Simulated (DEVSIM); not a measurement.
Structure: abrupt Si p-n junction, at 250 K.

Layer 1 from the left is Si, thickness (μm) 3.10, Na (cm⁻³) 2.4e16, τn (s) 0.00067, τp (s) 0.00067. Layer 2 from the left is Si, thickness (μm) 0.340, Nd (cm⁻³) 1.2e17, τn (s) 0.00067, τp (s) 0.00067.

Left contact: ohmic. Right contact: ohmic. Voltage is applied to the left contact. Recombination: SRH at mid-gap, Auger. Mobility is μmin + (μ − μmin)/(1 + (N/Nref)^α).

The device is made up for the run: typed textbook-type constants, with dimensions and the other settings drawn at random. Values at 300 K; Nc and Nv go as T^1.5, mobilities as T to minus their exponent, the gap by Varshni's rule with the affinity fixed.

Si: gap (eV) 1.124, affinity (eV) 4.05, permittivity 11.7, Nc (cm⁻³) 2.86e19, Nv (cm⁻³) 3.1e19, μn (cm²/Vs) 1417, μp (cm²/Vs) 470, μn,min 52, μp,min 45, Nref,n 9.7e16, Nref,p 2.2e17, αn 0.68, αp 0.72, T exponent of μn 2.3, T exponent of μp 2.2, Cn (cm⁶/s) 2.8e-31, Cp (cm⁶/s) 9.9e-32, Varshni α (eV/K) 0.000473, Varshni β (K) 636.

Problem. Estimate by hand the built-in potential, the peak field at zero bias, the capacitance at -3 V, and compare with a numerical solution.

Solution. 
- Built-in potential: ni = √(Nc Nv) exp(−Eg/2kT) = 8.01e7 cm⁻³ with Eg = 1.136 eV; Vbi = kT/q ln(Na Nd/ni²) = 0.876 V; numerical 0.876 V.
- Peak field at zero bias: depletion approximation: W = √(2εVbi/(qN)) = 0.238 μm with N = 2.00e16 cm⁻³; field = 2Vbi/W = 73600 V/cm; numerical 71800 V/cm (estimate above by 2.5 %).
- Capacitance at -3 V: C = √(qεN / 2(Vbi + |V|)) = 20.7 nF/cm²; numerical 20.8 nF/cm² (estimate below by 0.56 %).

Model (solved in DEVSIM): 1D drift-diffusion, Boltzmann statistics, complete ionisation; no tunnelling, impact ionisation, image-force lowering or self-heating.
